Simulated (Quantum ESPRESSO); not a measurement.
Worked example: self-consistent single point of ZnGeAs2 (P-4m2, 4 atoms in the cell) in Quantum ESPRESSO.

Method of the run: PBEsol, PSlibrary ultrasoft (PBE) pseudopotentials (plane waves; Quantum ESPRESSO 7.5).

```yaml
crystal:
  lattice:
    - [4.04554, 0.00000, 0.00000]
    - [0.00000, 4.04554, 0.00000]
    - [0.00000, 0.00000, 5.75165]
  atoms:
    - { symbol: Zn, position: [0.50000, 0.50000, 0.00000] }
    - { symbol: Ge, position: [0.00000, 0.00000, 0.50000] }
    - { symbol: As, position: [0.50000, 0.00000, 0.75750] }
    - { symbol: As, position: [0.00000, 0.50000, 0.24250] }
```

Reference input (self-consistent single point, DFT, PBEsol, plane waves, PSlibrary ultrasoft (PBE) pseudopotentials): ecutwfc = 50 Ry; ecutrho = 300 Ry; occupations = smearing; smearing = gaussian; degauss = 0.0073499 Ry; input_dft = pbesol; K_POINTS = automatic 8 8 6 0 0 0; conv_thr = 1e-10 Ry; mixing_beta = 0.4. This run's input differs from it in these lines:

```diff
@@ -12,4 +12,4 @@
  ntyp = 3
- ecutwfc = 50
- ecutrho = 300
+ ecutwfc = 20
+ ecutrho = 120
  occupations = 'smearing'
```

The program printed (abridged):

```
     Self-consistent Calculation

     iteration #  1     ecut=    20.00 Ry     beta= 0.40

     total energy              =    -198.03313899 Ry
     estimated scf accuracy    <       1.03368441 Ry

     iteration #  2     ecut=    20.00 Ry     beta= 0.40

     total energy              =    -198.23013485 Ry
     estimated scf accuracy    <       0.07418129 Ry

     iteration #  3     ecut=    20.00 Ry     beta= 0.40

     total energy              =    -198.22761302 Ry
     estimated scf accuracy    <       0.01957099 Ry

   [... 8 blocks of this kind left out ...]

     iteration # 12     ecut=    20.00 Ry     beta= 0.40

     total energy              =    -198.22971799 Ry
     estimated scf accuracy    <          3.3E-10 Ry

     iteration # 13     ecut=    20.00 Ry     beta= 0.40
     End of self-consistent calculation

     the Fermi energy is     5.5681 ev

!    total energy              =    -198.22971799 Ry
     estimated scf accuracy    <          1.9E-11 Ry
     smearing contrib. (-TS)   =      -0.00007692 Ry
     internal energy E=F+TS    =    -198.22964107 Ry

     convergence has been achieved in  13 iterations

     Forces acting on atoms (cartesian axes, Ry/au):

     atom    1 type  1   force =     0.00000000    0.00000000    0.00000000
     atom    2 type  2   force =     0.00000000    0.00000000    0.00000000
     atom    3 type  3   force =     0.00000000    0.00000000    0.00225211
     atom    4 type  3   force =     0.00000000    0.00000000   -0.00225211

     Total force =     0.003185     Total SCF correction =     0.000001

          total   stress  (Ry/bohr**3)                   (kbar)     P=    -1889.86
  -0.01283732  -0.00000000   0.00000000        -1888.43       -0.00        0.00
  -0.00000000  -0.01283732   0.00000000           -0.00    -1888.43        0.00
   0.00000000   0.00000000  -0.01286643            0.00        0.00    -1892.72

   JOB DONE.
```

The run converged in 13 iterations. Against the reference run the free energy rises by 6.99 eV/atom, the pressure goes from -3.09 to -189.0 GPa and the largest force goes from 0.098 to 0.058 eV/Å.

The starting cell comes from a database of computed structures (which also holds hypothetical and non-ambient phases and stackings), without a prior relaxation at this level. At the lowered cutoff the pressure carries the error of an incomplete plane-wave basis. The run gives no clean gap (levels at the Fermi energy touch, overlap or are partly filled at this smearing), which alone does not show that the compound is a metal.
